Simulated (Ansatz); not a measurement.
Start from InP in the zinc blende structure (space group F-43m, No. 216; a = 5.907 Å).

Levels (all Ansatz, an electronic-structure program, PAW): r2SCAN (500 eV, no SOC); HSE06+SOC (420 eV, spin-orbit coupling included).

The geometry is relaxed with r2SCAN.

```
Property                                    Value
----------------------------  -------------------
r2SCAN band gap                           1.03 eV
r2SCAN valence-band top at Γ  0.00, 0.00, 0.00 eV
```

With HSE06+SOC at the same geometry, the band gap rises by 0.29 eV, from 1.03 eV to 1.32 eV; the valence-band top at Γ (three highest Kramers pairs, from the VBM) changes from 0.00, 0.00, 0.00 eV to 0.00, 0.00, -0.12 eV. The threefold valence maximum splits by Δso ≈ 0.12 eV.

Single points use the geometry relaxed with r2SCAN. Differences between runs with and without spin-orbit coupling are approximate. Stability against distortions was not tested.
